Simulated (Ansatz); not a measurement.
Consider Ga vacancy in alpha Ga2O3, charge state -3. These are PBE, PAW (plane waves to 420 eV; Ansatz, a program for electronic structure) values and carry that method's errors.

120-site cell at the relaxed PBE lattice, the Γ point alone, smearing 0.01 eV, spin-restricted, no finite-size correction. Energies are static. The host's phase is taken as given; its stability against other phases was not computed. The charge state is imposed; whether it is stable for some Fermi level was not computed. Forms of the defect that were not tried may lie lower.

Barriers: single points on a 2×2×2 k-point mesh shifted by half a step along c at the bands' geometries.

A. one Ga atom jumps into the vacancy from a nearby Ga site; the atom moves 2.43 Å along (0.00, 0.00, 0.18) of the unit cell; the moving atom starts with neighbours 3 O at 1.95, 3 O at 2.08 Å and ends with 3 O at 1.95, 3 O at 2.08 Å; saddle order first order.
B. one Ga atom jumps into the vacancy from a nearby Ga site; the atom moves 2.57 Å along (-0.29, -0.57, 0.04) of the unit cell; the moving atom starts with neighbours O at 1.87, O at 1.95, O at 1.99, 2 O at 2.09, O at 2.27 Å and ends with O at 1.87, O at 1.95, O at 1.99, 2 O at 2.09, O at 2.27 Å; saddle order first order.

**Question.** Rank these by forward barrier (lowest first), as PBE, PAW gives it.

**Answer.** B (1.14 eV), A (1.29 eV)
